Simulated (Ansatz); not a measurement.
The starting structures come from a database of crystals and need not be the phases stable at ambient conditions.

Inside the gap of an insulator the Bloch states are evanescent, with a wavenumber k + iκ along the transport direction.

```
HO3Sb
1.0
    7.50534     0.00000     0.00000
   -0.01237     7.50533     0.00000
    3.74648     3.75266     4.96302
Sb H O
4 4 12
Direct
  0.25268   0.50282   0.74934
  0.25216   0.00202   0.25066
  0.25202   0.00216   0.75066
  0.75282   0.00268   0.24934
  0.84660   0.94950   0.56318
  0.51268   0.40978   0.43682
  0.65978   0.26268   0.93682
  0.19950   0.59660   0.06318
  0.91407   0.92517   0.42600
  0.35117   0.34007   0.57400
  0.59007   0.10117   0.07400
  0.17517   0.66407   0.92600
  0.94296   0.94296   0.00000
  0.19296   0.69296   0.50000
  0.31760   0.31760   0.00000
  0.56760   0.06760   0.50000
  0.94133   0.31683   0.99026
  0.30709   0.93159   0.00974
  0.18159   0.05709   0.50974
  0.56683   0.69133   0.49026
```

Space group of this cell: Fdd2. The cell is taken as given; by PBEsol its mean pressure is 2.0 GPa.

Transport runs along the normal of the first two printed cell vectors.

No gap correction and no spin-orbit coupling; mid-gap values are interpolated between computed energies.

Problem. Compute, with PBEsol (Ansatz, a first-principles code), the band gap and the smallest decay constant κ at mid-gap.

Solution. Gap 1.51 eV on a 6×6×6 mesh; κ = 0.207 1/Å, at the zone centre.
